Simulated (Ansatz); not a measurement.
Ta₂N (P-31m, No. 162; cell taken from a computed entry)

Level of theory: LDA (PAW; Ansatz, a program for electronic structure).

Run with plane-wave cutoff 500 eV, 12×12×8 k mesh (along the axes of the cell as run), Fermi–Dirac smearing 0.05 eV, scalar-relativistic PAW data made under PBE.

Cell (relaxed at this level):

```
Ta2N
1.0
    5.22858     0.00000     0.00000
   -2.61429     4.52808     0.00000
    0.00000     0.00000     4.88410
Ta N
6 3
Direct
  0.66677   0.66677   0.75271
  0.33323   0.33323   0.24729
  0.33323   0.00000   0.75271
  0.66677   0.00000   0.24729
  0.00000   0.33323   0.75271
  0.00000   0.66677   0.24729
  0.66667   0.33333   0.50000
  0.33333   0.66667   0.50000
  0.00000   0.00000   0.00000
```

```
Item      Value
--------  -----
band gap   none
```

Note: the relaxation could not lower the start's symmetry, so the cell can be a saddle point above a distorted one.

Spin–orbit coupling is not included.

The computed numbers hold no vibrational or temperature effects.
